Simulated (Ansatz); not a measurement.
Fluorite HfO₂ (high-temperature phase) was calculated with LC-ωPBE in Ansatz (plane waves, PAW).

Settings: plane-wave cutoff 460 eV, 8×8×8 k mesh, Fermi–Dirac smearing 0.01 eV, scalar-relativistic PAW data made under PBE.

A third-order Birch–Murnaghan fit to the energies gives V0 = 10.746 Å³/atom, B0 = 281 GPa, B′ = 4.0.

```
V (Å³/atom)     P (GPa)
-----------  ----------
10.208       (withheld)
10.477       (withheld)
10.744             0.03
11.014       (withheld)
11.283       (withheld)
```

Problem. Estimate the withheld pressures from this fit; the answers are the runs' own values.

Solution. 
- 10.208, P (GPa): 16.02
- 10.477, P (GPa): 7.50
- 11.014, P (GPa): -6.60
- 11.283, P (GPa): -12.42

The formula P = (3/2) B0 (x^(7/3) − x^(5/3)) [1 + (3/4)(B′ − 4)(x^(2/3) − 1)] with x = V0/V meets the computed pressures within 0.03 GPa when these rounded values are put in.

Measured, for comparison: bulk modulus 242 ± 16 GPa (room temperature, not corrected to a static lattice, nanocrystalline cubic HfO2, second-order Birch-Murnaghan; as tabulated in High-pressure structural stability, equation of state, and thermal expansion …). Computed (rounded) less measured: bulk modulus +16 %.

Note: symmetry holds this phase in the static calculation, where it need not be a minimum; held by symmetry at 0 K, a high-temperature phase can be a saddle point.

Spin–orbit coupling is not included.

Computing time: very roughly 18 core-minutes.

Ansatz is a first-principles code.
